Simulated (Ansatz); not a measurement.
The reference is BaHfO₃ in the cubic perovskite structure (space group Pm-3m, No. 221).

```
CELL_PARAMETERS angstrom
      4.15753     0.00000     0.00000
      0.00000     4.15753     0.00000
      0.00000     0.00000     4.15753
ATOMIC_POSITIONS crystal
  Ba 0.00000 0.00000 0.00000
  Hf 0.50000 0.50000 0.50000
  O  0.50000 0.00000 0.50000
  O  0.00000 0.50000 0.50000
  O  0.50000 0.50000 0.00000
```

Cartesian axes are those of the cell as printed.

The values are results of plane-wave PAW DFT at the PBEsol level (Ansatz, an electronic-structure program, 420 eV), scalar-relativistic without spin-orbit coupling, not measurements.

One thing is altered: every lattice vector is stretched by 1.80 %, atoms relaxed at fixed cell.

Task: Predict the stress tensor and what it implies for the stiffness.

Result: Stress of the strained cell less that of the base (GPa, compression positive):
```
  -8.03    0.00    0.00
   0.00   -8.03    0.00
   0.00    0.00   -8.03
```

Then B = −ΔP/(ΔV/V₀) with ΔV/V₀ = 0.0550 gives secant stiffness values (nonlinear terms included at this strain): B ≈ 146 GPa.

As a check, the harmonic strain energy −½ V₀ Δσ:ε is 19 meV/atom; the computed energy rise is 21 meV/atom.

Stability against distortions was not tested.
